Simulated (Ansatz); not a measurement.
# Computed paths: O vacancy in monoclinic ZrO2 strained by +1.5 % along x and y, z held, charge state +2

System: O vacancy in monoclinic ZrO2 strained by +1.5 % along x and y, z held (charge state +2). All values below come from PBE, PAW (plane waves to 420 eV; Ansatz, an electronic-structure program).

Settings: 96 host sites, the strained lattice (strain from the relaxed PBE one, atoms relaxed), the Γ point alone, smearing 0.01 eV, spin-restricted, no image-charge correction. No zero-point or tunnelling terms. The charge state is imposed; whether it is stable for some Fermi level was not computed. Forms of the defect that were not tried may lie lower.

Barriers: single points on a 2×2×2 k-point mesh shifted by half a step at the bands' geometries.

| Route | Start site over the lowest site run (eV) | Hop (Å) | Forward barrier (eV) | Backward barrier (eV) | Neighbours at the start | Neighbours at the saddle | Saddle order | Forward, on the band's own sampling (eV) |
|---|---|---|---|---|---|---|---|---|
| a nearby O atom hops onto the vacant site | 0.00 | 2.27 | 0.48 | 0.48 | O at 2.64; Zr at 2.08, Zr at 2.13, Zr at 2.22 Å | 2 Zr at 1.93 Å | not checked, on a symmetry element | 0.48 |
| a nearby O atom hops onto the vacant site | 0.54 | 1.82 | 0.26 | 0.26 | O at 2.56, O at 2.72; Zr at 2.12, Zr at 2.16, Zr at 2.28 Å | 2 Zr at 2.01 Å | not checked, on a symmetry element | 0.26 |
| a nearby O atom hops onto the vacant site | 0.00 | 2.53 | 0.85 | 0.85 | O at 2.61, O at 2.65; Zr at 2.09, Zr at 2.10, Zr at 2.22 Å | Zr at 2.06, Zr at 2.33, Zr at 2.66 Å | not checked | 0.85 |

Paths come from CI-NEB runs. Of the routes that converged and passed our checks, the lowest saddle point lies 0.48 eV above the lowest of the sites run (a nearby O atom hops onto the vacant site); other sites, such as split forms, and other routes may lie lower. A band can be held on a symmetry element, so unchecked saddle points there may be too high. A further band (a nearby O atom hops onto the vacant site, 1.76 Å) gave 0.53 eV forward on its own sampling, 0.53 eV above the lowest site run, but one of its ends is hardly a minimum (the way back has under 0.02 eV), so it is not taken as a result.
